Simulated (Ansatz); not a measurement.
The starting structures come from a database of crystals and need not be the phases stable at ambient conditions.

By PBEsol, the system below comes out a metal.

The ballistic (Sharvin) conductance counts the channels at the Fermi level: G/A = (e²/h) × channels of both spins per area.

Consider the following.

```
NiTe2
1.0
    3.83958     0.00000     0.00000
    0.00000     5.13008     0.00000
    1.91979     0.00000     3.32517
Ni Te
1 2
Cartesian
  0.00000   0.00000   0.00000
  1.91979   3.81952   1.10839
  3.83958   1.31056   2.21678
```

Space group of this cell: P-3m1, CdI2 type. The cell was relaxed by PBE-D3(BJ); by PBEsol its mean pressure is -0.8 GPa.

The current flows along the normal of the first two printed cell vectors, the (100) plane of the conventional cell. No spin-orbit coupling; the value is a mean over 0.1 eV about the Fermi level.

Task: Predict the ballistic conductance per area from PBEsol run with Ansatz (a quantum-chemistry and plane-wave program).

Result: 0.62 × 10¹⁵ S/m² for both spins.
